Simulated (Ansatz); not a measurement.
monolayer As under uniaxial strain xx, other axes clamped: electron conductivity mass by PBE, rigid bands (plane waves, PAW, scalar-relativistic; Ansatz, a quantum-chemistry and plane-wave program). The unloaded cell, whose axes the loads refer to:

```yaml
crystal:
  lattice:
    - [4.76996, 0.00000, 0.00000]
    - [0.00000, 3.67829, 0.00000]
    - [0.00000, 0.00000, 18.28068]
  atoms:
    - { symbol: As, position: [0.57188, 0.00000, 0.56549] }
    - { symbol: As, position: [0.92812, 0.50000, 0.56549] }
    - { symbol: As, position: [0.42812, 0.00000, 0.43451] }
    - { symbol: As, position: [0.07188, 0.50000, 0.43451] }
```

```
uniaxial strain xx, other axes clamped (%)  electron conductivity mass (mₑ)
------------------------------------------  -------------------------------
-2                                                                    0.416
0                                                                     0.411
2                                                                         ?
4                                                                     0.384
```

### Question
Fit a straight line to ln(electron conductivity mass) against the load over the rows given, and predict the row at 2 %.

### Answer
The means are x̄ = 0.667 % and ȳ = -0.9078; Σ(x − x̄)(y − ȳ) = -0.2587 and Σ(x − x̄)² = 18.67, so the slope is -1.39 % per % of strain, and the rows given lie within 0.94 % of the line. At 2 % the line gives 0.396 mₑ; the calculation gives 0.401 mₑ, 1.2 % from it.

Masses are for dilute carriers at 300 K, harmonic means over directions unless an axis is named. Spin-orbit coupling is left out. The structure type is held at every load. Geometry: cell and atoms relaxed with PBE.
